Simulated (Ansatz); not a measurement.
## Effect of pressure 2.1 GPa on MgTe

Take MgTe in the wurtzite structure (space group P6_3mc, No. 186; a = 4.6089 Å, c = 7.5001 Å) as the base.

It is then changed as follows: a hydrostatic pressure of 2.1 GPa.

Level of theory: PBE in Ansatz (plane waves to 420 eV, PAW, without spin-orbit coupling). Γ-centred 8×8×5 mesh, Fermi–Dirac width 0.05 eV.

```tsv
quantity	base	changed	shift
volume per atom	34.49 Å³	32.63 Å³	-1.86 Å³
lattice parameter a	4.609 Å	4.525 Å	-0.084 Å
c/a ratio	1.627	1.627	0.000
shortest interatomic distance	2.818 Å	2.766 Å	-0.052 Å
band gap (an upper bound: an edge found on the path is not a true extremum; both cells)	2.37 eV	2.62 eV	+0.25 eV
```

Spin-orbit coupling, missing from the scalar runs, can matter with Te. Load acts through the strain it causes; cell and atoms are relaxed under it. Whether these cells are dynamically stable was not tested. Tetrahedral semiconductors of this kind turn to denser phases somewhere between about 1 and 50 GPa; those were not computed, so compressed cells here can lie past the real transition.

Ansatz is a program for electronic structure.
